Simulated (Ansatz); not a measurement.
Corundum Ga2O3 (metastable phase) was calculated with PBE (PAW; Ansatz, a first-principles code).

Numerical settings: plane-wave cutoff 520 eV, 6×6×6 k mesh, scalar-relativistic PAW data made under PBE.

Cell (measured lattice):

```yaml
crystal:
  lattice:
    - [2.49000, 1.43760, 4.47667]
    - [-2.49000, 1.43760, 4.47667]
    - [0.00000, -2.87520, 4.47667]
  atoms:
    - { symbol: Ga, position: [0.14421, 0.14421, 0.14421] }
    - { symbol: Ga, position: [0.64421, 0.64421, 0.64421] }
    - { symbol: Ga, position: [0.85579, 0.85579, 0.85579] }
    - { symbol: Ga, position: [0.35579, 0.35579, 0.35579] }
    - { symbol: O, position: [0.25000, 0.94687, 0.55313] }
    - { symbol: O, position: [0.55313, 0.25000, 0.94687] }
    - { symbol: O, position: [0.75000, 0.05313, 0.44687] }
    - { symbol: O, position: [0.05313, 0.44687, 0.75000] }
    - { symbol: O, position: [0.44687, 0.75000, 0.05313] }
    - { symbol: O, position: [0.94687, 0.55313, 0.25000] }
```

Problem. What does this level give for the elastic constant C11, Poisson ratio, elastic constant C66, Voigt–Reuss–Hill shear modulus (Hill average), elastic constant C13, elastic constant C12, elastic constant C33 and elastic constant C44?

Solution. 
- elastic constant C11: 412 GPa
- Poisson ratio: 0.320
- elastic constant C66: 107 GPa
- Voigt–Reuss–Hill shear modulus (Hill average): 99.8 GPa
- elastic constant C13: 154 GPa
- elastic constant C12: 199 GPa
- elastic constant C33: 366 GPa
- elastic constant C44: 87.5 GPa

Note: the cell isn't this level's own, so it is under some stress, which shifts stiffness and frequencies.

Elastic constants are with the ions relaxed.

Computed values are for the static lattice.

Cost on a shared machine: about 24 core-minutes (a rough figure).
